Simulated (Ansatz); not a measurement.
Start from AlN in the wurtzite structure (space group P6_3mc, No. 186; a = 3.089 Å, c = 4.943 Å). Axes: x lies along a and z along c of the hexagonal cell.

Calculations: LDA (Ansatz, a first-principles code; PAW; 420 eV plane waves; no spin-orbit coupling).

Strains are applied to the cell and any free atomic positions relax; under biaxial strain the out-of-plane vector relaxes too.

One change was made to it. Results:

```csv
quantity,base,after
band gap,4.42 eV,4.67 eV
"valence-band top at Γ (three highest levels, from the VBM)","0.00, -0.23, -0.23 eV","0.00, -0.06, -0.06 eV"
electron mass,0.32 mₑ (at Γ),"0.30 mₑ out of plane, 0.33 mₑ in plane (at Γ)"
```

Which change produced these results?
A) biaxial strain −2.40 %, plane normal [001], relaxed out of plane
B) biaxial strain −3.00 %, plane normal [001], relaxed out of plane
C) biaxial strain −1.20 %, plane normal [001], relaxed out of plane
D) biaxial strain −1.80 %, plane normal [001], relaxed out of plane
E) biaxial strain −0.60 %, plane normal [001], relaxed out of plane

C, biaxial strain −1.20 %, plane normal [001], relaxed out of plane. For comparison, the band gap in the other runs: biaxial strain −0.60 %, plane normal [001], relaxed out of plane gives 4.54 eV; biaxial strain −1.80 %, plane normal [001], relaxed out of plane gives 4.76 eV; biaxial strain −2.40 %, plane normal [001], relaxed out of plane gives 4.78 eV; biaxial strain −3.00 %, plane normal [001], relaxed out of plane gives 4.74 eV.

Effective masses come from finite differences of ±0.01 Å⁻¹. No phonon test of stability was made.
